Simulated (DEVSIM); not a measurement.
Structure: Au/SiO2/p-Si capacitor, at 300 K.

| layer (left to right) | material | thickness (nm) | Na (cm⁻³) |
|---|---|---|---|
| 1 | SiO2 | 32.0 | - |
| 2 | Si | 13000 | 2.1e15 |

Metal gate on the left, work function 5.1 eV. Fixed charge at the semiconductor interface 2.98e11 cm⁻² (in units of +e); interface traps 1.6e10 cm⁻² eV⁻¹, uniform in energy, neutral level at 0.7 of the gap above the valence band.

Constants are typed, rounded textbook-type inputs, not results; the design itself was drawn at random and stands for no fabricated device. Values at 300 K.

| parameter | SiO2 | Si |
|---|---|---|
| gap (eV) | 9 | 1.124 |
| affinity (eV) | 0.9 | 4.05 |
| permittivity | 3.9 | 11.7 |
| Nc (cm⁻³) | - | 2.86e19 |
| Nv (cm⁻³) | - | 3.1e19 |

Model (solved in DEVSIM): 1D Poisson equation in equilibrium, Boltzmann statistics, complete ionisation; no quantum confinement or tunnelling. Metal contacts follow the ideal Schottky-Mott rule: no Fermi-level pinning, no interface dipoles.

Give the band bending (positive: bands bend down) and minority sheet density.


```csv
Vg (V),ψs (V),minority carriers (cm⁻²)
-1.7,-0.178,< 1e8
-1.4,-0.165,< 1e8
-1.1,-0.147,< 1e8
-0.8,-0.121,< 1e8
-0.5,-0.074,< 1e8
-0.2,0.043,< 1e8
0.1,0.257,< 1e8
0.4,0.501,< 1e8
0.7,0.704,4.0e10
1,0.757,2.0e11
1.3,0.782,3.9e11
1.6,0.799,5.8e11
1.9,0.812,7.7e11
2.2,0.822,9.6e11
2.5,0.831,1.2e12
2.8,0.838,1.4e12
3.1,0.844,1.6e12
```
